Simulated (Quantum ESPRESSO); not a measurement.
A self-consistent single point of SiC (P6_3mc, 12 atoms in the cell) with Quantum ESPRESSO.

Method: PBE-D3(0), PseudoDojo standard norm-conserving (PBE) pseudopotentials (plane waves; Quantum ESPRESSO 7.5).

```
CELL_PARAMETERS angstrom
      3.07662     0.00000     0.00000
     -1.53831     2.66443     0.00000
      0.00000     0.00000    15.09808
ATOMIC_POSITIONS crystal
  Si 0.33333 0.66667 0.83299
  Si 0.66667 0.33333 0.33299
  Si 0.66667 0.33333 0.66650
  Si 0.33333 0.66667 0.16650
  Si 0.00000 0.00000 0.49973
  Si 0.00000 0.00000 0.99973
  C  0.00000 0.00000 0.87437
  C  0.00000 0.00000 0.37437
  C  0.33333 0.66667 0.70800
  C  0.66667 0.33333 0.20800
  C  0.66667 0.33333 0.54152
  C  0.33333 0.66667 0.04152
```

Reference input (self-consistent single point, DFT, PBE, plane waves, PseudoDojo standard norm-conserving (PBE) pseudopotentials): ecutwfc = 85 Ry; occupations = smearing; smearing = fd; degauss = 0.0036749 Ry; potentials = {Si: Si.upf, C: C.upf}; K_POINTS = automatic 6 6 2 0 0 0; conv_thr = 1e-10 Ry; mixing_beta = 0.3. This run's input differs from it in these lines:

```diff
@@ -16,2 +16,5 @@
     degauss = 0.0036749,
+    vdw_corr = 'grimme-d3',
+    dftd3_version = 3,
+    dftd3_threebody = .false.,
 /
```

The program printed (abridged):

```
     Self-consistent Calculation

     iteration #  1     ecut=    85.00 Ry     beta= 0.30

     total energy              =    -123.20662574 Ry
     estimated scf accuracy    <       2.54755723 Ry

     iteration #  2     ecut=    85.00 Ry     beta= 0.30

     total energy              =    -123.25159546 Ry
     estimated scf accuracy    <       0.38469507 Ry

     iteration #  3     ecut=    85.00 Ry     beta= 0.30

     total energy              =    -123.36196889 Ry
     estimated scf accuracy    <       0.03965525 Ry

   [... 8 blocks of this kind left out ...]

     iteration # 12     ecut=    85.00 Ry     beta= 0.30

     total energy              =    -123.36574017 Ry
     estimated scf accuracy    <          1.5E-10 Ry

     iteration # 13     ecut=    85.00 Ry     beta= 0.30
     End of self-consistent calculation

     the Fermi energy is    10.5716 ev

!    total energy              =    -123.36574017 Ry
     estimated scf accuracy    <          9.7E-11 Ry
     smearing contrib. (-TS)   =      -0.00000000 Ry
     internal energy E=F+TS    =    -123.36574017 Ry

     DFT-D3 Dispersion         =      -0.12848047 Ry

     convergence has been achieved in  13 iterations

     Forces acting on atoms (cartesian axes, Ry/au):

     atom    1 type  1   force =     0.00000000    0.00000000    0.00041622
     atom    2 type  1   force =     0.00000000    0.00000000    0.00041622
     atom    3 type  1   force =     0.00000000   -0.00000000    0.00018783
     atom    4 type  1   force =     0.00000000   -0.00000000    0.00018783
     atom    5 type  1   force =     0.00000000   -0.00000000   -0.00014811
   [... lines left out ...]

     Total force =     0.000909     Total SCF correction =     0.000007

          total   stress  (Ry/bohr**3)                   (kbar)     P=       19.21
   0.00013716  -0.00000000   0.00000000           20.18       -0.00        0.00
  -0.00000000   0.00013716   0.00000000           -0.00       20.18        0.00
   0.00000000  -0.00000000   0.00011737            0.00       -0.00       17.27

   JOB DONE.
```

The run converged in 13 iterations. Against the reference run the pressure goes from 3.93 to 1.92 GPa, the largest force goes from 0.006 to 0.011 eV/Å and the gap on the mesh stays at 2.027 eV.

The starting cell comes from a database of computed structures (which also holds hypothetical and non-ambient phases and stackings), without a prior relaxation at this level.

Cost on one core of a shared machine: roughly 4 min.
